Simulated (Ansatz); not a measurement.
# InPd3 under a change: tensor shear ε_xy = −0.62 %

The reference is InPd3 in the Cu3Au type structure (space group Pm-3m, No. 221; a = 3.9699 Å; a cell from a computed database, its experimental status unchecked). Axes: x, y, z lie along the cube axes.

Now apply this change: a pure shear with ε_xy = ε_yx = -0.0062; the atoms relax in the strained cell.

All numbers come from Kohn–Sham DFT with the PBEsol functional, run in Ansatz (a program for electronic structure) with PAW and 420 eV plane waves, no spin-orbit coupling. Γ-centred 12×12×12 mesh, Fermi–Dirac width 0.05 eV.

```csv
quantity,base,changed,shift
shortest interatomic distance,2.807 Å,2.790 Å,-0.017 Å
energy relative to the base (free energy F),0 meV/atom,+0.6 meV/atom,+0.6 meV/atom
"pressure (mean of the normal stresses, compression positive)",0.0 GPa,0.0 GPa,0.0 GPa
band gap,zero,zero,–
"stress (xx, yy, zz, yz, xz, xy; compression positive) (rough)",–,"(0.0, 0.0, 0.0, 0.0, 0.0, 0.9) GPa",–
```

Final structure:

```
CELL_PARAMETERS angstrom
      3.96988    -0.02461     0.00000
     -0.02461     3.96988     0.00000
      0.00000     0.00000     3.96988
ATOMIC_POSITIONS crystal
  In 0.00000 0.00000 0.00000
  Pd 0.50000 0.50000 0.00000
  Pd 0.50000 0.00000 0.50000
  Pd 0.00000 0.50000 0.50000
```

Without a gap, meshes like the base's 12×12×12 leave anisotropic stresses uncertain by several tenths of a GPa, and small strain energies with them. No phonon test of stability was made. The base started in P4/mmm and relaxed to Pm-3m at this level. All final runs are without spin polarisation.
